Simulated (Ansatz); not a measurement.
Take ZnS in the zinc blende structure (space group F-43m, No. 216; a = 5.357 Å) as the base.

Now apply this change: hydrostatic tension (pressure −1 GPa).

Levels (all Ansatz, a quantum-chemistry and plane-wave program, PAW): PBEsol (420 eV, no spin-orbit coupling); r2SCAN (500 eV, no spin-orbit coupling); HSE06 (420 eV, without spin-orbit coupling).

One geometry, relaxed with PBEsol, under each level:

Notes on the quantities. hole mass: degenerate bands, along [100].

```csv
level,band gap,lowest conduction level above the VBM at special points,electron mass,hole mass,pressure
PBEsol,2.03 eV,Γ 2.03 eV; X 3.20 eV; L 3.21 eV; K 3.97 eV,0.16 mₑ (at Γ),"0.18, 0.67, 0.67 mₑ (at Γ)",-0.99 GPa
r2SCAN,2.73 eV,Γ 2.73 eV; X 3.69 eV; L 3.83 eV; K 4.49 eV,0.19 mₑ (at Γ),"0.22, 0.68, 0.68 mₑ (at Γ)",0.42 GPa
HSE06,3.40 eV,Γ 3.40 eV; X 4.35 eV; L 4.59 eV,–,–,–
```

Single points use the geometry relaxed with PBEsol. Their cutoffs differ, which shifts pressures a little. Load acts through the strain it causes; cell and atoms are relaxed under it. Effective masses come from finite differences of ±0.01 Å⁻¹. Whether these cells are dynamically stable was not tested.
